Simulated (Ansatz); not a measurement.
Take ZrO2 (space group P4_2/nmc, No. 137; a = 3.5844 Å, c = 5.1771 Å) as the base. Axes: x, y, z lie along a, b, c of the conventional cell.

The change: uniaxial stress, 2 GPa tension along z, with the cell and atoms free to relax against it.

Levels (all Ansatz, a quantum-chemistry and plane-wave program, PAW): PBEsol (420 eV, no spin-orbit coupling); r2SCAN (500 eV, scalar-relativistic without spin-orbit coupling); HSE06 (420 eV, without spin-orbit coupling).

At the geometry relaxed with PBEsol, these levels gave the following band gaps, in shuffled order: (a) 4.05 eV, (b) 4.66 eV, (c) 5.74 eV.

Problem. Match each gap to its level.

Solution. (a) PBEsol; (b) r2SCAN; (c) HSE06.

Single points use the geometry relaxed with PBEsol. HSE06 gaps are upper bounds (no full band path). Load acts through the strain it causes; cell and atoms are relaxed under it. Beyond what the load breaks, stability against distortions was not tested. This is not the structure that ZrO2 has at room temperature and ambient pressure.
